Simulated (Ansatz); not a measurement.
BaZnBO₃F (P-6, No. 174, 7 atoms in the cell; start mp-1077866) was calculated with PBEsol (Ansatz, a quantum-chemistry and plane-wave program, PAW).

Run with plane-wave cutoff 500 eV, 12×12×10 k mesh (along the axes of the cell as run), Fermi–Dirac smearing 0.05 eV, scalar-relativistic PAW data made under PBE.

Cell (relaxed at this level):

Space group P-6 (No. 174); a = 5.038 Å, b = 5.038 Å, c = 4.273 Å, α = 90.00°, β = 90.00°, γ = 120.00°

```
atom  site  symmetry       x       y       z
----  ----  --------  ------  ------  ------
Ba      1b      -6..  0.0000  0.0000  0.5000
Zn      1c      -6..  0.3333  0.6667  0.0000
B       1e      -6..  0.6667  0.3333  0.0000
O       3j       m..  0.3800  0.3059  0.0000
F       1d      -6..  0.3333  0.6667  0.5000
```

Question: What does this level give for the band gap?

Answer: 
- band gap: 3.72 eV (on the SCF k mesh)

Note: the relaxation could not lower the start's symmetry, so the cell can be a saddle point above a distorted one.

Spin–orbit coupling is not included.

Static lattice: no zero-point or thermal effects.

Cost on a shared machine: very roughly 7 core-minutes.

A start named mp-… is a Materials Project structure, which need not be a measured phase.
